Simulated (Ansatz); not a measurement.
Input and output of a self-consistent single point for a (001) slab of ScAg2 (cut from a parent of space group no. 139; 6 atoms in the cell) (Ansatz, an electronic-structure program).

Computed with PBEsol, default PAW files made with PBE (plane waves; Ansatz).

The change in words: vacuum of 3 angstrom (first run: 14 Å). Reference geometry:
```xyz
6
Lattice="3.5489 0.0000 0.0000 0.0000 3.5489 0.0000 0.0000 0.0000 21.4606" Properties=species:S:1:pos:R:3 pbc="T T T"
Sc     0.0000     0.0000    12.9686
Ag     1.7744     1.7744    14.4606
Ag     0.0000     0.0000     7.0000
Sc     1.7744     1.7744     8.4920
Ag     0.0000     0.0000     9.9840
Ag     1.7744     1.7744    11.4766
```

Reference input (self-consistent single point, DFT, PBEsol, plane waves, default PAW files made with PBE): basis.ecutwfc = 420 eV; kpoints.mp_grid.grid = 9 9 1; hamiltonian.xc = pbesol; hamiltonian.pseudopotentials = {kind: paw} (the program's default PAW files); scf.occupations.method = fermi_dirac; scf.occupations.width = 0.1 eV. This run's input differs from it in these lines:

Ansatz 0.2 input:
```diff
@@ -5,10 +5,10 @@
     - [0.000000, 3.548874, 0.000000]
-    - [0.000000, 0.000000, 21.460612]
+    - [0.000000, 0.000000, 10.460610]
   atoms:
-    - { symbol: Sc, position: [0.000000, 0.000000, 0.604298] }
-    - { symbol: Ag, position: [0.500000, 0.500000, 0.673821] }
-    - { symbol: Ag, position: [0.000000, 0.000000, 0.326179] }
-    - { symbol: Sc, position: [0.500000, 0.500000, 0.395702] }
-    - { symbol: Ag, position: [0.000000, 0.000000, 0.465224] }
-    - { symbol: Ag, position: [0.500000, 0.500000, 0.534776] }
+    - { symbol: Sc, position: [0.000000, 0.000000, 0.713974] }
+    - { symbol: Ag, position: [0.500000, 0.500000, 0.856605] }
+    - { symbol: Ag, position: [0.000000, 0.000000, 0.143395] }
+    - { symbol: Sc, position: [0.500000, 0.500000, 0.286026] }
+    - { symbol: Ag, position: [0.000000, 0.000000, 0.428655] }
+    - { symbol: Ag, position: [0.500000, 0.500000, 0.571345] }
 basis:
```

Output, abridged:

```
SCF iter   1: F=—  HF=-34311.970221 eV  |F-HF|=—  |Δ(HF+E_count)|=         —  Δρ=8.09e-3  dr2=1.42e-1  ethr=1.77e-3  ⟨swp⟩=4.0  Hψ=2513  notcnv=0
all-band conjugate gradients solve this SCF's bands
preconditioner: auto → Kerker (q_TF=auto, 2.597 Å⁻¹)
SCF iter   2: F=—  HF=-34311.950026 eV  |F-HF|=—  |Δ(HF+E_count)|=   2.02e-2  Δρ=3.18e-3  dr2=4.91e-2  ethr=1.45e-4  ⟨swp⟩=2.1  Hψ=1392  notcnv=0
   [... lines left out ...]
SCF iter   5: F=—  HF=-34311.942412 eV  |F-HF|=—  |Δ(HF+E_count)|=   2.42e-4  Δρ=1.72e-4  dr2=9.04e-5  ethr=2.39e-6  ⟨swp⟩=2.0  Hψ=940  notcnv=0
SCF iter   6: F=—  HF=-34311.942339 eV  |F-HF|=—  |Δ(HF+E_count)|=   7.28e-5  Δρ=4.66e-5  dr2=4.90e-6  ethr=9.23e-8  ⟨swp⟩=2.1  Hψ=1001  notcnv=0
SCF iter   7: F=—  HF=-34311.942339 eV  |F-HF|=—  |Δ(HF+E_count)|=   8.24e-8  Δρ=1.65e-5  dr2=4.37e-7  ethr=5.00e-9  ⟨swp⟩=2.0  Hψ=954  notcnv=0
SCF iter   8: F=-34311.942339 eV  HF=-34311.942339 eV  |F-HF|=5.30e-9  |Δ(HF+E_count)|=   1.66e-8  Δρ=4.39e-6  dr2=3.33e-8  ethr=1.02e-10  ⟨swp⟩=5.1  Hψ=3139  notcnv=0
SCF 1 converged in 8 iterations: F = -34311.942339 eV  dr2 = 3.33e-8
Free energy (F): -34311.942339 eV
Internal energy: -34311.807527 eV  (E = F + TS)
E sigma→0 (E₀):  -34311.874933 eV
Entropy (-TS):   -0.134812 eV (-22.469 meV/atom)
Fermi energy:    12.066335 eV
--- Forces (eV/Å), atoms counted from 1 ---
  atom   1  Sc     0.00000000     0.00000000     0.15313155
  atom   2  Ag     0.00000000     0.00000000     0.40998672
  atom   3  Ag     0.00000000     0.00000000    -0.40998672
  atom   4  Sc     0.00000000     0.00000000    -0.15313155
  atom   5  Ag     0.00000000     0.00000000     0.14987491
  atom   6  Ag     0.00000000     0.00000000    -0.14987491
--- Stress (GPa, compression-positive) ---
       -4.738759       0.000000       0.000000
        0.000000      -4.738759       0.000000
        0.000000       0.000000      -7.960627
  P = ⅓ Tr σ = -5.8127 GPa (-58.127 kbar)
  The stress holds the Pulay correction. Without it, at fixed plane waves, as pw.x and ABINIT print it: P = -5.8387 GPa
```

The run converged in 8 iterations. Against the reference run the free energy falls by 109 meV/atom and the largest force goes from 0.234 to 0.410 eV/Å.

The starting cell comes from a database of computed structures (which also holds hypothetical and non-ambient phases and stackings), without a prior relaxation at this level. The slab is cut from that crystal, and its faces are unrelaxed. Its lattice was rescaled by up to half a per cent.
